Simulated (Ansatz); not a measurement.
Consider SnO2 in the rutile structure (space group P4_2/mnm, No. 136; a = 4.8276 Å, c = 3.2381 Å). Axes: x, y, z lie along a, b, c of the conventional cell.

Calculations: PBE, PAW, 420 eV (Ansatz, an electronic-structure program; spin-orbit coupling left out).

Perturbation: the cell is scaled by 1.0060 in all directions, atoms relaxed at fixed cell.

Q: Predict the stress tensor and what it implies for the stiffness.

A: Stress of the strained cell less that of the base (GPa, compression positive):
```
  -2.72    0.00    0.00
   0.00   -2.72    0.00
   0.00    0.00   -3.63
```

Then B = −ΔP/(ΔV/V₀) with ΔV/V₀ = 0.0181 gives secant stiffness values (nonlinear terms included at this strain): B (at held cell shape, above the free-shape value) ≈ 167 GPa.

No phonon test of stability was made.
